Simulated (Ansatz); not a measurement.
**Response to strain in GaN**

The reference is GaN in the zinc blende structure (space group F-43m, No. 216).

```
CELL_PARAMETERS angstrom
      0.00000     2.24895     2.24895
      2.24895     0.00000     2.24895
      2.24895     2.24895     0.00000
ATOMIC_POSITIONS crystal
  Ga 0.00000 0.00000 0.00000
  N  0.25000 0.25000 0.25000
```

Cartesian axes are those of the cell as printed.

Strains are applied to the cell and any free atomic positions relax.

The values are results of Ansatz (an electronic-structure program) r2SCAN, no spin-orbit coupling, not measurements.

Notes on the quantities. energy relative to the base: free energy F.

```json
[
 {"variant": "base", "volume per atom": "11.37 Å³", "energy relative to the base": "0 meV/atom", "band gap": "2.17 eV"},
 {"variant": "uniaxial strain ε_zz = +0.50 %", "volume per atom": "11.43 Å³", "energy relative to the base": "+0.3 meV/atom", "band gap": "2.13 eV"},
 {"variant": "uniaxial strain ε_zz = +1.00 %", "volume per atom": "11.49 Å³", "energy relative to the base": "+1.0 meV/atom", "band gap": "2.09 eV"},
 {"variant": "uniaxial strain ε_zz = +1.50 %", "volume per atom": "11.55 Å³", "energy relative to the base": "+2.3 meV/atom", "band gap": "2.04 eV"},
 {"variant": "uniaxial strain ε_zz = +2.00 %", "volume per atom": "11.60 Å³", "energy relative to the base": "+4.0 meV/atom", "band gap": "2.00 eV"},
 {"variant": "uniaxial strain ε_zz = +2.50 %", "volume per atom": "11.66 Å³", "energy relative to the base": "+6.2 meV/atom", "band gap": "1.96 eV"},
 {"variant": "uniaxial strain ε_zz = +3.00 %", "volume per atom": "11.72 Å³", "energy relative to the base": "+8.9 meV/atom", "band gap": "1.92 eV"}
]
```

Whether these cells are dynamically stable was not tested. This is not the structure that GaN has at room temperature and ambient pressure.
